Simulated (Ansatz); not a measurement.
**GaAs: strain along the normal**

GaAs (zinc blende, F-43m, 22.653 Å³/atom at rest) under an equal strain ε in the (111) plane with the normal axis free, as in a coherent film. PBEsol in Ansatz, a plane-wave DFT program (PAW, default set), 420 eV, 10×10×10 Γ-centred mesh, Fermi-Dirac smearing 0.05 eV; ions are relaxed within the symmetry of each cell.

Here s stands for strain and y for normal strain.

| strain (%) | normal strain (%) |
|---|---|
| -2.50 | ? |
| -1.25 | 0.59 |
| -0.83 | 0.39 |
| -0.42 | 0.19 |
| 0.00 | 0.00 |
| 0.42 | -0.18 |
| 0.83 | -0.37 |
| 1.25 | -0.55 |

Fit y of the 7 rows that show it with a straight line. Means: s 0, y 0.010. About the means, the sum of products is -2.2112 and the sum of squares of s is 4.8556; the slope is their ratio. Least squares gives y = 0.010 - 0.4554·s. Residuals (row less fit): 0.011, 0.002, -0.011, -0.010, 0.001, -0.002, 0.009; standard error 0.009 (degrees of freedom: 5). The slope, -0.46 ± 0.00, is the elastic response of the normal axis.

Question: Estimate the missing y (s = -2.50); what did the run itself give?

Answer: y = 0.010 - 0.4554 × (-2.50) = 1.149%. The calculation gives 1.20%, 0.051% above the prediction (2.9 % of the range of y in the table). The row lies outside the fitted rows, so this is an extrapolation. From the scatter of the fitted rows alone, a prediction at this place has a standard error of 0.015%, so the miss is 3.4 times that.

One order more, fitted to all 13 runs of the series, follows each within 0.01, so the miss is the next term of a smooth law. Rows are the converged runs of the series near zero and its far end; series whose fitted rows scatter by over a few per cent of the range, as at a crossing or softening among them, aren't shown in this form. Most that stay on the fit to the last digits aren't either.
